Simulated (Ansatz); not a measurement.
The parent structure is BP (space group P4_2/mnm, No. 136; a = 5.569 Å, c = 3.205 Å; a hypothetical phase, not in the database extracts checked).

(Cell as relaxed with PBE.)

Levels (all Ansatz, a first-principles code, PAW): PBE (420 eV, no spin-orbit coupling); PBEsol (420 eV, scalar-relativistic without spin-orbit coupling).

Each level relaxes its own structure.

```json
[
 {"base": "volume per atom", "PBE": "12.42 Å³", "PBEsol": "12.19 Å³"},
 {"base": "lattice parameter a", "PBE": "556.9 pm", "PBEsol": "553.2 pm"},
 {"base": "band gap", "PBE": "0.48 eV", "PBEsol": "0.27 eV"}
]
```

One thing is altered: electrons 3.0×10^21 cm⁻³, on a uniform background at fixed cell.

| quantity | PBE | PBEsol |
|---|---|---|
| gap between the host's bands | 0.40 eV | (withheld) |
| shift of the gap caused by the change | -0.08 eV | (withheld) |
| gap character | indirect, Γ → Γ–Z (62 % along) | (withheld) |
| Fermi level relative to the doped band's edge (positive inside the band; to 0.05 eV) | +1.10 eV | (withheld) |

### Question
Given the PBE results, estimate those of PBEsol.

### Answer

- gap between the host's bands, PBEsol: 0.21 eV
- shift of the gap caused by the change, PBEsol: -0.06 eV
- gap character, PBEsol: indirect, Γ → Γ–Z (62 % along)
- Fermi level relative to the doped band's edge (positive inside the band; to 0.05 eV), PBEsol: +1.15 eV

PBE's gap between the host's bands lies 0.19 eV above PBEsol's; PBE's shift of the gap caused by the change lies 0.02 eV below PBEsol's; PBE's Fermi level from band edge lies 0.05 eV below PBEsol's; the two agree on the gap character. Neither level is exact; PBEsol is the comparison here, not a measurement.

Charged cell with a jellium background: band edges are those of the host's band count, energies are not comparable with the neutral cell, and many-body gap narrowing is missing. Stability against distortions was not tested. The zero or small gap of BP can change with the level of theory.
